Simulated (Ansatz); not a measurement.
Input:

```yaml
crystal:
  lattice:
    - [2.47880, 0.00000, 0.00000]
    - [-1.23940, 2.14671, 0.00000]
    - [0.00000, 0.00000, 4.16185]
  atoms:
    - { symbol: C, position: [0.33333, 0.66667, 0.00043] }
    - { symbol: C, position: [0.66667, 0.33333, 0.50043] }
    - { symbol: C, position: [0.33333, 0.66667, 0.37457] }
    - { symbol: C, position: [0.66667, 0.33333, 0.87457] }
```

The numbers are results of r2SCAN, rigid bands (plane waves, PAW, scalar-relativistic; Ansatz, an electronic-structure program), not measurements. Condition of this run: biaxial stress in the c plane of 11 GPa (compression positive) (the target of the relaxation). How the cell was made: cell and atoms relaxed with PBEsol, then loaded as said.

Question: Predict the electron conductivity mass (n e² τ/σ) at 300 K, by direction if it differs.

Answer: 0.45 (x), 0.45 (y), 0.27 (z) mₑ.

Question: What conductivity effective mass do dilute holes have at 300 K?

Answer: 0.44 (x), 0.44 (y), 0.66 (z) mₑ.

Question: And the band gap?

Answer: 3.48 eV at this level; semilocal functionals usually fall short of the measured gap.

Rigid bands, one relaxation time for all states, no polarons. Spin-orbit coupling is left out. Geometry: cell and atoms relaxed with PBEsol.
